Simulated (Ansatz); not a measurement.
CsCl-type KI (model structure)

All values below come from HSE06 (plane waves, PAW; Ansatz, an electronic-structure program).

Numerical settings: plane-wave cutoff 500 eV, 6×6×6 k mesh, gaussian smearing 0.02 eV, scalar-relativistic PAW data made under PBE.

Cell (relaxed at this level):

```yaml
crystal:
  lattice:
    - [4.31573, 0.00000, 0.00000]
    - [0.00000, 4.31573, 0.00000]
    - [0.00000, 0.00000, 4.31573]
  atoms:
    - { symbol: K, position: [0.00000, 0.00000, 0.00000] }
    - { symbol: I, position: [0.50000, 0.50000, 0.50000] }
```

For CsCl-type KI (model structure), the band gap comes out as 4.26 eV (on the SCF k mesh).

Note: the relaxation could raise the start's symmetry but not lower it, so the cell can be a saddle point.

Spin–orbit coupling is not included; with these elements it can move the gap by several tenths of an eV or more.

Static lattice: no zero-point or thermal effects.

A model structure was made by putting elements into a prototype or built by hand; it is no filed structure, need not be a known phase, and can be a saddle point held by its symmetry.
